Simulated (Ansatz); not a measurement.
System: TaRu3 (P-6m2, No. 187, 4 atoms in the cell; start mp-1217912). Method: PBEsol (plane waves, PAW; Ansatz, an electronic-structure program).

Run with plane-wave cutoff 520 eV, 24×24×6 k mesh (along the axes of the cell as run), Fermi–Dirac smearing 0.05 eV, no spin polarisation, scalar-relativistic PAW data made under PBE.

Cell (relaxed at this level):

Space group P-6m2 (No. 187); a = 2.7395 Å, b = 2.7395 Å, c = 8.8747 Å, α = 90.00°, β = 90.00°, γ = 120.00°

| atom | site | symmetry | x | y | z |
|---|---|---|---|---|---|
| Ta | 1a | -6m2 | 0.0000 | 0.0000 | 0.0000 |
| Ru | 1b | -6m2 | 0.0000 | 0.0000 | 0.5000 |
| Ru | 2i | 3m. | 0.6667 | 0.3333 | 0.2657 |

**Question.** Give the computed bulk modulus.

**Answer.** 
* **bulk modulus**: 291 GPa

Note: the run has no spin polarisation, so it can have missed a magnetic state; the bulk modulus is −V dP/dV from two relaxed cells at ±2 % in volume; the relaxation could not lower the start's symmetry, so the cell can be a saddle point above a distorted one.

Spin–orbit coupling is not included.

The result took around 3 core-minutes (rough).

A start named mp-… is a Materials Project structure, which need not be a measured phase.
